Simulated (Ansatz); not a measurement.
SnO, thickness series

Base system: SnO in the litharge type structure (space group P4/nmm, No. 129; layered, stacked along the Cartesian z axis).

```xyz
4
Lattice="3.7701 0.0000 0.0000 0.0000 3.7701 0.0000 0.0000 0.0000 4.5599" Properties=species:S:1:pos:R:3 pbc="T T T"
Sn     1.8850     0.0000     1.1558
Sn     0.0000     1.8850     3.4040
O      0.0000     0.0000     0.0000
O      1.8850     1.8850     0.0000
```

Free-standing slabs (4 atom(s) a layer) normal to the stacking axis with 15 Å of vacuum; in-plane cell relaxed.

Levels (all Ansatz, a first-principles code, PAW): PBEsol-D3(BJ) (420 eV, without spin-orbit coupling); r2SCAN (500 eV, no SOC); HSE06 (420 eV, no spin-orbit coupling).

Band gaps by level, all at the geometries relaxed with PBEsol-D3(BJ):

```json
[
 {"case": "base", "PBEsol-D3(BJ)": "zero", "r2SCAN": "zero", "HSE06": "–"},
 {"case": "1 layer", "PBEsol-D3(BJ)": "3.01 eV", "r2SCAN": "3.45 eV", "HSE06": "3.99 eV"},
 {"case": "2 layers", "PBEsol-D3(BJ)": "0.68 eV", "r2SCAN": "0.85 eV", "HSE06": "1.15 eV"}
]
```

Single points use the geometry relaxed with PBEsol-D3(BJ). HSE06 was sampled on its mesh, a few special points and the semilocal edge points, so its gap is an upper bound. Whether these cells are dynamically stable was not tested. All final runs are without spin polarisation. The zero or small gap of SnO can change with the level of theory.
